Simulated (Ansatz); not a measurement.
# A computed series for SiO2: response to strain

The reference is SiO₂ (space group P3_221, No. 154; a = 4.8658 Å, c = 5.3652 Å). Axes: x lies along a and z along c of the hexagonal cell.

Strains are applied to the cell and any free atomic positions relax.

Calculations: LDA (Ansatz, a first-principles code, PAW, no spin-orbit coupling).

Notes on the quantities. energy relative to the base: free energy F; pressure: mean of the normal stresses, compression positive.

```tsv
case	energy relative to the base	pressure	largest internal atomic displacement
base	0 meV/atom	0.0 kbar	–
uniaxial strain ε_zz = −3.00 %	+3.6 meV/atom	13.9 kbar	0.053 Å
uniaxial strain ε_zz = −2.25 %	___	10.0 kbar	0.041 Å
uniaxial strain ε_zz = −1.50 %	___	6.5 kbar	0.027 Å
uniaxial strain ε_zz = −0.75 %	+0.2 meV/atom	3.2 kbar	0.014 Å
```

Problem. What belongs in the blanks?

Solution. 
- uniaxial strain ε_zz = −2.25 %, energy relative to the base: +2.0 meV/atom
- uniaxial strain ε_zz = −1.50 %, energy relative to the base: +0.9 meV/atom

Whether these cells are dynamically stable was not tested.
